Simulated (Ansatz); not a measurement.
Phonon-limited transport in metals: ScAl3 (Pm-3m) under several functionals (Ansatz, a first-principles code, without spin-orbit coupling). The PBE cell:

Al3Sc is modelled in the cubic space group Pm-3m (No. 221), the Cu3Au type structure, Pearson symbol cP4. Conventional cell: a = 4.106 Å, b = 4.106 Å, c = 4.106 Å, α = 90.00°, β = 90.00°, γ = 90.00°. Sc on 1a has 12 Al at 2.904 Å and 6 Sc at 4.106 Å. Al on 3c sees 8 Al at 2.904 Å and 4 Sc at 2.904 Å (cuboctahedral). (Neighbours: up to the widest gap in distance over summed covalent radii, below 1.35, at either atom.)

```json
[
 {"Functional": "PBE", "cell relaxed with": "PBE", "volume (Å³/atom)": "17.31", "resistivity at 300 K": "7.2 μΩ·cm", "mean free path at 300 K": "20.0 nm"},
 {"Functional": "PBEsol", "cell relaxed with": "PBEsol", "volume (Å³/atom)": "16.88", "resistivity at 300 K": "6.4 μΩ·cm", "mean free path at 300 K": "22 nm"}
]
```

For the resistivity at 300 K, PBE gives 7.2 μΩ·cm and PBEsol 6.4 μΩ·cm: PBE lies 11 % above, no more than the two runs' mesh errors together.

The PBE and PBEsol rows stand on cells whose volumes differ by 2.6 %, so the difference holds the effect of the cell as well as that of the functional.

Metals; harmonic phonons alone scatter; means over directions. The mean free path is weighted by the current that each state carries. Halving the electron mesh moves these values by up to 9 %; q meshes are mostly untested. Some of the runs warned that the eigensolver left states short of its tolerance. Spin-orbit coupling is left out.

Computed structure with no diffraction record at hand here (it may be known, metastable or hypothetical): ScAl3 (Pm-3m).
